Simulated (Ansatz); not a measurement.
Abridged Ansatz (a program for electronic structure) output:

```
Relaxation: its limit of steps is 50 (relax.max_steps)
Pseudopotential: Si, paw, valence charge 4
Pseudopotential: Ti, paw, valence charge 12
Crystal: 6 atoms, lattice volume = 85.959 Å³
Basis set: ecut = 500 eV, 2157 PW (Γ), exchange–correlation on 180×144×144 points (64 copies of the dense FFT grid, shifted against one another)
Bands: 26, of which v1, the nominal top of the filled ones, is band 20 counted from 1 (19 counted from 0)
Symmetry: 8 space group operations
k-points: 343 of 2197
Functional: x = r2scan, c = r2scan; τ floored in thin density (d = 2e-4 eV/Å³)
SCF iter   1: F=—  HF=-7568.050618 eV  |F-HF|=—  |Δ(HF+E_count)|=         —  Δρ=9.40e-3  dr2=6.69e-2  dr2_τ=4.51e-2  ethr=1.77e-3  ⟨swp⟩=6.4  Hψ=45847  notcnv=0  defer=7
SCF iter   2: F=—  HF=-7568.160927 eV  |F-HF|=—  |Δ(HF+E_count)|=   1.10e-1  Δρ=3.87e-3  dr2=1.27e-2  dr2_τ=1.07e-3  ethr=1.67e-4  ⟨swp⟩=2.5  Hψ=20103  notcnv=0  defer=155
SCF 1 converged in 8 iterations: F = -7568.161760 eV  dr2 = 2.15e-11
relax step   1: F+E_penalty+E_count = -7568.16176000 eV  Δ(F+E_penalty+E_count) = +0.000e0 eV  max|allowed force component| = 1.495e-2 eV/Å  Δτ_max = 0.0000 Å  (8 SCF iters, accepted)
Crystal: 6 atoms, lattice volume = 85.959 Å³
SCF iter   1: F=—  HF=-7568.161817 eV  |F-HF|=—  |Δ(HF+E_count)|=         —  Δρ=8.96e-5  dr2=1.39e-5  dr2_τ=9.52e-7  ethr=3.50e-8  ⟨swp⟩=2.0  Hψ=28857  notcnv=0  defer=142
SCF iter   2: F=—  HF=-7568.161816 eV  |F-HF|=—  |Δ(HF+E_count)|=   3.99e-7  Δρ=4.93e-5  dr2=3.18e-6  dr2_τ=9.59e-8  ethr=3.48e-8  ⟨swp⟩=2.1  Hψ=10677  notcnv=0  defer=142
SCF 2 converged in 6 iterations: F = -7568.161815 eV  dr2 = 1.97e-11
relax step   2: F+E_penalty+E_count = -7568.16181467 eV  Δ(F+E_penalty+E_count) = -5.467e-5 eV  max|allowed force component| = 8.350e-3 eV/Å  Δτ_max = 0.0012 Å  (6 SCF iters, accepted)
Crystal: 6 atoms, lattice volume = 85.959 Å³
SCF iter   1: F=—  HF=-7568.161842 eV  |F-HF|=—  |Δ(HF+E_count)|=         —  Δρ=1.13e-4  dr2=2.22e-5  dr2_τ=1.52e-6  ethr=5.55e-7  ⟨swp⟩=2.0  Hψ=18553  notcnv=0  defer=142
SCF iter   2: F=—  HF=-7568.161840 eV  |F-HF|=—  |Δ(HF+E_count)|=   2.17e-6  Δρ=6.22e-5  dr2=5.09e-6  dr2_τ=1.52e-7  ethr=5.56e-8  ⟨swp⟩=1.1  Hψ=11855  notcnv=0  defer=142
SCF 3 converged in 6 iterations: F = -7568.161839 eV  dr2 = 3.32e-11
relax step   3: F+E_penalty+E_count = -7568.16183939 eV  Δ(F+E_penalty+E_count) = -2.472e-5 eV  max|allowed force component| = 1.771e-5 eV/Å  Δτ_max = 0.0015 Å  (6 SCF iters, accepted)
Crystal: 6 atoms, lattice volume = 85.959 Å³
[...]
Free energy (F): -7568.161839 eV
Internal energy: -7568.143787 eV  (E = F + TS)
E sigma→0 (E₀):  -7568.152813 eV
Entropy (-TS):   -0.018052 eV (-3.009 meV/atom)
Fermi energy:    12.327954 eV
--- Forces (eV/Å), atoms counted from 1 ---
  atom   1  Si    -0.00000000     0.00001683     0.00000000
  atom   2  Si     0.00000000    -0.00001683     0.00000000
  atom   3  Si     0.00000000    -0.00001683    -0.00000000
  atom   4  Si    -0.00000000     0.00001683    -0.00000000
  atom   5  Ti     0.00000000     0.00000000     0.00000000
  atom   6  Ti    -0.00000000     0.00000000    -0.00000000
--- Stress (GPa, compression-positive) ---
       -3.608931       0.000000      -0.000000
        0.000000      -3.032114       0.000000
       -0.000000       0.000000      -4.354588
  P = ⅓ Tr σ = -3.6652 GPa (-36.652 kbar)
--- Relaxed structure (3 steps of the walk, 3 accepted, 0 SCFs on fresh bases) ---
  atoms:
    - { symbol: Si, position: [0.6622106113511818, 0.33778938864881847, 0.6622106113511815] }
    - { symbol: Si, position: [0.33778938864881847, 0.6622106113511818, 0.33778938864881825] }
    - { symbol: Si, position: [0.5877893886488185, 0.9122106113511815, 0.5877893886488184] }
    - { symbol: Si, position: [0.9122106113511819, 0.5877893886488181, 0.9122106113511816] }
    - { symbol: Ti, position: [-1.3062168247523988e-20, 1.3062168247524085e-20, -1.3062168247524202e-20] }
    - { symbol: Ti, position: [0.25000000000000006, 0.25000000000000006, 0.24999999999999994] }
```

Task: What was computed, and what are the main results?

Result: TiSi2, 6 atoms in the cell, with r2SCAN (Ansatz, PAW, spin-orbit coupling left out). The last SCF converged to F = -7568.161839 eV, or -1261.3603 eV per atom, at a pressure of -3.67 GPa. The total energy compares only with runs of the same code, potentials and settings.

The cells carry an imposed strain or load. Whether these cells are dynamically stable was not tested. The final runs are not spin-polarised. The cell was made from TiSi2 (space group Fddd, No. 70) by this change: isotropic strain +0.86 %.

Keys are those of Ansatz 0.2.
